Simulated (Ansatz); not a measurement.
The parent structure is Mo in the bcc (W type) structure (space group Im-3m, No. 229; a = 3.1506 Å). Axes: x, y, z lie along the cube axes.

Method: r2SCAN (Ansatz, a first-principles code; PAW; 500 eV plane waves; no SOC).

Before the change:

| Property | Result |
|---|---|
| Pressure | 0.0 GPa |
| Shortest interatomic distance | 2.728 Å |
| Band gap | zero |

Now apply this change: the cell is compressed by 2.73 % along y with no lateral relaxation; the atoms relax in the strained cell.

**Question.** What happens to the pressure, energy relative to the base, shortest interatomic distance and band gap?

**Answer.** The pressure (mean of the normal stresses, compression positive) goes from zero to 8.1 GPa; the energy rises by 18 meV/atom; the shortest interatomic distance decreases by 0.0246 Å to 2.704 Å; the band gap stays zero.

Without a gap, meshes like the base's 21×21×21 leave anisotropic stresses uncertain by several tenths of a GPa, and small strain energies with them. No phonon test of stability was made. All final runs are without spin polarisation.
